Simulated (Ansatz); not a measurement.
Results of G0W0@HSE06 in Ansatz (hard PAW, contour deformation) for SnO₂ (P4₂/mnm, No. 136, 6 atoms in the cell; start mp-550172).

The same calculation (at the PBEsol cell, 12.174 Å³/atom) with different numerical settings; throughout: k mesh 2×2×2:

```tsv
run	response cutoff (eV)	empty bands	quasiparticle gap on the mesh (eV)	quasiparticle gap at Γ (eV)
1	100	305	3.134	3.134
2	150	560	3.270	3.270
3	200	862	3.347	3.347
4	250	1204	3.388	3.388
5	300	1583	[?]	[?]
```

**Question.** Fill in the missing entries.

**Answer.** 
- 5, quasiparticle gap on the mesh (eV): 3.418
- 5, quasiparticle gap at Γ (eV): 3.418

In the column quasiparticle gap on the mesh (eV) the first row differs from the last by -0.284 and the next to last by -0.030.

The last row is no converged limit: other settings stay fixed.

Spin–orbit coupling is not included.

Note: filled d or f shells below the valence bands can shift G0W0 gaps through exchange with them, which wasn't tested here. Note: GW on a hybrid start was not checked against another program.

A start named mp-… is a Materials Project structure, which need not be a measured phase.

Ansatz is a program for electronic structure.
